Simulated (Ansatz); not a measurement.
The reference is C in the graphite type structure (space group P6_3/mmc, No. 194; a = 2.458 Å, c = 6.563 Å; layered, stacked along the Cartesian z axis). Axes: x lies along a and z along c of the hexagonal cell.

Method: Kohn–Sham DFT with the PBEsol-D3(BJ) functional, run in Ansatz (a program for electronic structure) with PAW and 420 eV plane waves, no spin-orbit coupling.

Strains are applied to the cell and any free atomic positions relax.

One change was made to it. Results:

| quantity | base | after |
|---|---|---|
| band gap | zero | zero |
| energy relative to the base (free energy F) | 0 meV/atom | 0.0 meV/atom |

### Question
Which change produced these results?
A) tensor shear ε_xz = +0.68 %
B) uniaxial strain ε_xx = +2.64 %
C) strain tensor (xx, yy, zz, yz, xz, xy) = (−0.01, +0.77, +0.94, −0.28, +1.02, −0.92) %
D) strain tensor (xx, yy, zz, yz, xz, xy) = (+1.46, −1.04, −0.75, −0.40, +0.04, −0.10) %

### Answer
A, tensor shear ε_xz = +0.68 %. For comparison, the energy relative to the base in the other runs: uniaxial strain ε_xx = +2.64 % gives +20 meV/atom; strain tensor (xx, yy, zz, yz, xz, xy) = (−0.01, +0.77, +0.94, −0.28, +1.02, −0.92) % gives +5.7 meV/atom; strain tensor (xx, yy, zz, yz, xz, xy) = (+1.46, −1.04, −0.75, −0.40, +0.04, −0.10) % gives +7.7 meV/atom.

The mesh was chosen for an insulator and is coarse for the gapless case. Stability against distortions was not tested. Gaps under 0.05 eV, about the width of the smearing, are given as zero.
